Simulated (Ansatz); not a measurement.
**One base run on KCl (Fm-3m, 2 atoms in the cell) and variants with one or two settings moved**

```xyz
2
Lattice="0.0000 3.1488 3.1488 3.1488 0.0000 3.1488 3.1488 3.1488 0.0000" Properties=species:S:1:pos:R:3 pbc="T T T"
K      0.0000     0.0000     0.0000
Cl     3.1488     3.1488     3.1488
```

Base run A: LDA (PW92), PAW files made with PBE in Ansatz (a quantum-chemistry and plane-wave program), self-consistent single point.

Its settings: kpoints.mp_grid.grid = 9 9 9; hamiltonian.xc = lda; hamiltonian.pseudopotentials = {kind: paw} (the program's default PAW files); scf.occupations.method = gaussian; scf.occupations.width = 0.0037 Ry.

The starting cell comes from a database of computed structures (which also holds hypothetical and non-ambient phases and stackings), without a prior relaxation at this level. Its lattice was rescaled by a random factor within 2.5 % of one. Ansatz's pressure includes its estimate of the finite-basis (Pulay) stress.

ΔF is the free energy per atom less that of run A. A dash stands where there is no value to compare (another energy zero or no entropy term, no result, no spin, no clean gap, or a mesh too coarse for one). Total energies depend on the potentials, the functional and any Hubbard or dispersion term, so they are compared only between runs that share all of them.

```tsv
run	change	ΔF (meV/atom)	pressure (GPa)	gap on the mesh (eV)	k-points	valence electrons
A	base	0.00	-1.99	4.737	35	16
B	crystal.symmetry.detect: default → false	0.00	-1.99	4.737	365	16
C	kpoints.mp_grid.grid: 9 9 9 → 7 7 7; hamiltonian.xc: lda → pbe [PBE]	–	0.71	5.182	20	16
D	2 x 2 x 1 supercell, mesh divided and rounded up; kpoints.mp_grid.grid: 9 9 9 → 5 5 9	0.00	-1.99	4.737	69	64
E	scf.algorithm: default → direct_min	0.00	-1.99	4.737	35	16
F	scf.mixing.algorithm: default (the program chose MSR1) → anderson; scf.mixing.beta: default → 0.1	0.00	-1.99	4.738	35	16
G	scf.mixing.preconditioner: default (the program chose none) → kerker; scf.mixing.q_tf: default → 1.5	0.00	-1.99	4.737	35	16
```

Run C against A: The pressure goes from -1.99 to 0.71 GPa and the gap on the mesh goes from 4.737 to 5.182 eV.

Run B against A: The free energy hardly moves (within 1 meV/atom), the pressure stays at -1.99 GPa and the gap on the mesh stays at 4.737 eV.

Run D against A: The free energy hardly moves (within 1 meV/atom), the pressure stays at -1.99 GPa and the gap on the mesh stays at 4.737 eV.

Keys are those of Ansatz 0.2.
